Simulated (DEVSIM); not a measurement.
Structure: CdS/CdTe n-p heterojunction, at 300 K.

```
layer (left to right)  material  thickness (μm)  Nd (cm⁻³)  Na (cm⁻³)   τn (s)   τp (s)
---------------------  --------  --------------  ---------  ---------  -------  -------
1                           CdS           0.320     1.3e16          -  6.2e-10  6.2e-10
2                          CdTe           0.170          -     4.3e17  6.2e-10  6.2e-10
```

Left contact: ohmic. Right contact: ohmic. Voltage is applied to the left contact. Recombination: SRH at mid-gap, Auger. Mobility is μmin + (μ − μmin)/(1 + (N/Nref)^α).

The device is made up for the run: typed textbook-type constants, with dimensions and the other settings drawn at random. Values at 300 K.

```csv
parameter,CdS,CdTe
gap (eV),2.4,1.5
affinity (eV),4.3,4.28
permittivity,9,10.2
Nc (cm⁻³),2.2e18,8e17
Nv (cm⁻³),1.8e19,1.8e19
μn (cm²/Vs),300,1000
μp (cm²/Vs),25,80
"μn,min",30,100
"μp,min",3,10
"Nref,n",1e17,1e17
"Nref,p",1e17,1e17
αn,0.6,0.6
αp,0.6,0.6
Cn (cm⁶/s),1e-30,1e-30
Cp (cm⁶/s),1e-30,1e-30
```

DEVSIM, 1D drift-diffusion, Boltzmann statistics, complete ionisation; no tunnelling, impact ionisation, image-force lowering or self-heating. Band offsets follow the typed affinities; no thermionic-emission limit at abrupt steps, no polarisation charge.

Q: Tabulate band edges, carrier densities and field at -1.1 V on the left contact.

A: Energies count from the Fermi level of the right contact; mesh points crowd at the junctions.

```csv
x (μm),Ec (eV),Ev (eV),n (cm⁻³),p (cm⁻³),field (V/cm)
0.000,1.233,-1.167,1.3e16,< 1e2,≈ 0
0.003668,1.233,-1.167,1.3e16,< 1e2,≈ 0
0.01065,1.233,-1.167,1.3e16,< 1e2,≈ 0
0.02221,1.233,-1.167,1.3e16,< 1e2,≈ 0
0.05266,1.233,-1.167,1.3e16,< 1e2,21
0.09531,1.233,-1.167,1.3e16,< 1e2,80
0.1664,1.235,-1.165,1.2e16,< 1e2,760
0.2502,1.262,-1.138,4.2e15,< 1e2,7800
0.2837,1.299,-1.101,9.9e14,< 1e2,15000
0.3012,1.329,-1.071,3.1e14,< 1e2,19000
0.3113,1.350,-1.050,1.4e14,< 1e2,22000
0.3185,1.367,-1.033,7.2e13,< 1e2,24000
0.3216,1.393,-0.107,9.4e12,2.9e17,17000
0.3268,1.399,-0.101,7.2e12,3.6e17,7400
0.3396,1.403,-0.097,5.8e12,4.2e17,860
0.3572,1.403,-0.097,5.0e12,4.3e17,42
0.3874,1.403,-0.097,3.8e12,4.3e17,≈ 0
0.4289,1.403,-0.097,2.3e12,4.3e17,≈ 0
0.4632,1.403,-0.097,1.0e12,4.3e17,≈ 0
0.4772,1.403,-0.097,4.8e11,4.3e17,≈ 0
0.4847,1.403,-0.097,2.0e11,4.3e17,≈ 0
0.4900,1.403,-0.097,< 1e2,4.3e17,≈ 0
```
